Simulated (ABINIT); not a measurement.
A self-consistent single point of CrPbO3 (Pm-3m, 5 atoms in the cell) with ABINIT.

Level of theory: LDA (PW92), PAW (JTH v2.0 LDA PAW) (plane waves; ABINIT).

The change in words: lattice scaled by 0.98. Reference geometry:
```xyz
5
Lattice="3.9617 0.0000 0.0000 0.0000 3.9617 0.0000 0.0000 0.0000 3.9617" Properties=species:S:1:pos:R:3 pbc="T T T"
Cr     0.0000     0.0000     0.0000
Pb     1.9809     1.9809     1.9809
O      0.0000     0.0000     1.9809
O      1.9809     0.0000     0.0000
O      0.0000     1.9809     0.0000
```
Moments meant for the start (each program seeds them in its own way; μB, in the order of the atoms Cr Pb O O O): 3.0 0.0 0.0 0.0 0.0.

Reference input (self-consistent single point, DFT, LDA (PW92), plane waves, PAW (JTH v2.0 LDA PAW)): pseudos = [Cr.LDA_PW-JTH.xml, Pb.LDA_PW-JTH.xml, O.LDA_PW-JTH.xml]; ecut = 60 Ry; pawecutdg = 120 Ry; pawxcdev = 0; ixc = 7; nsppol = 2; occopt = 7; tsmear = 0.05 eV; ngkpt = 8 8 8; nshiftk = 1; shiftk = 0 0 0; potentials = JTH v2.0 LDA PAW. This run's input differs from it in these lines:

```diff
@@ -3,3 +3,3 @@
 pseudos "Cr.LDA_PW-JTH.xml, Pb.LDA_PW-JTH.xml, O.LDA_PW-JTH.xml"
-acell 7.4865544441 7.4865544441 7.4865544441
+acell 7.3368238843 7.3368238843 7.3368238843
 rprim
```

Output, abridged:

```
--- !BeginCycle
solver: {iscf: 17, nstep: 60, nline: 4, wfoptalg: 10, }
tolerances: {toldfe: 1.00E-09, }
...

     iter   Etot(hartree)     deltaE(h) residm    nres2    magn
 ETOT  1  -182.16470265188    -1.82E+02 3.60E+01 4.15E+02 0.429
 ETOT  2  -199.08477654472    -1.69E+01 3.52E+00 1.49E+03 0.776
 ETOT  3  -197.56656420052     1.52E+00 9.67E-01 3.60E+02 1.694
 ETOT  4  -197.40017973594     1.66E-01 4.67E-01 6.17E+01 1.853
 ETOT  5  -197.44503974665    -4.49E-02 8.88E-02 1.80E+01 1.899
   [... 12 lines left out ...]
 ETOT 18  -197.41157561273     1.34E-08 1.47E-03 8.84E-07 2.000
 ETOT 19  -197.41157561399    -1.26E-09 3.35E-03 3.94E-07 2.000
 ETOT 20  -197.41157561417    -1.79E-10 7.86E-04 3.71E-07 2.000
 ETOT 21  -197.41157561400     1.67E-10 2.36E-03 4.74E-08 2.000
 At SCF step   21, etot is converged :
  for the second time, diff in etot=  1.673E-10 < toldfe=  1.000E-09

 Cartesian components of stress tensor (hartree/bohr^3)
  sigma(1 1)=  4.34129478E-04  sigma(3 2)=  0.00000000E+00
  sigma(2 2)=  4.34129478E-04  sigma(3 1)=  0.00000000E+00
  sigma(3 3)=  4.34129478E-04  sigma(2 1)=  0.00000000E+00

 Integrated electronic and magnetization densities in atomic spheres:
 Radius=ratsph(iatom), smearing ratsm=  0.0000. Diff(up-dn)=approximate z local magnetic moment.
 Atom    Radius    up_density   dn_density  Total(up+dn)  Diff(up-dn)
    1   2.10818     6.941924     5.089771     12.031695     1.852152
    2   2.40264     5.630385     5.634707     11.265092    -0.004321
    3   1.41465     2.248491     2.252065      4.500557    -0.003574
   [... lines left out ...]
 Total magnetization (from the atomic spheres):             1.837109
 Total magnetization (exact up - dn):                       1.999889
 Fermi (or HOMO) energy (eV) =   7.28647   Average Vxc (eV)= -11.72470
   [... lines left out ...]
'-kT*entropy'       : -1.83546032354057E-04
total_energy        : -1.97411568274164E+02
total_energy_eV     : -5.37184196271289E+03
...

-Cartesian components of stress tensor (GPa)         [Pressure= -1.2773E+01 GPa]
- sigma(1 1)=  1.27725281E+01  sigma(3 2)=  0.00000000E+00
- sigma(2 2)=  1.27725281E+01  sigma(3 1)=  0.00000000E+00
- sigma(3 3)=  1.27725281E+01  sigma(2 1)=  0.00000000E+00

 Calculation completed.
```

The run converged in 21 iterations. Against the reference run the free energy falls by 75.1 meV/atom, the pressure goes from -20.81 to -12.77 GPa and the size of the net moment stays at 0.40 μB/atom.

The starting cell comes from a database of computed structures (which also holds hypothetical and non-ambient phases and stackings), without a prior relaxation at this level. Its lattice was rescaled by a random factor within 2.5 % of one. For this run, on top of that: lattice scaled by 0.98. With one magnetic atom in the cell only a parallel order is possible. With a pressure of about -13 GPa the cell is away from its equilibrium volume at this level.

Cost on one core of a shared machine: roughly 5 min.
